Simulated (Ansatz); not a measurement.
Defect calculation: Cl interstitial in bcc Nb

Level of theory: PBE, PAW (plane waves to 420 eV; Ansatz, a program for electronic structure). Details: 54-site cell; 4×4×4 shifted k-points; start: void with 4Nb nearest; finite-size errors of tenths of an eV; the relaxation kept the symmetry of the starting site; relaxed from one start, so a lower configuration may exist.

Neighbours after relaxation, in Å: of the Cl atom: Nb 2.29, Nb 2.29, Nb 2.29, Nb 2.29.

Formation energies E_f are those of the neutral cell. Chemical conditions: host crystal and elements as references (Δμ(Cl) = 0.00 eV; Cl taken from its element, since no compound that bounds it was computed at this level; only phases computed here count, gases as isolated molecules at 0 K). Reference phases: Cl: Cl2 molecule in a box.

The name describes the start; the neighbours show where the added atom ended.

| charge | moment (μB) | point group | largest move off a lattice site (Å) | E_f, host crystal and elements as references (eV) |
|---|---|---|---|---|
| 0 | not spin-polarised | D2d | 0.45 | 2.25 |

Point groups are those of the whole cell at tolerances of 0.03 and 0.1 Å ("near" where only the looser one holds); none is given for unsettled states.
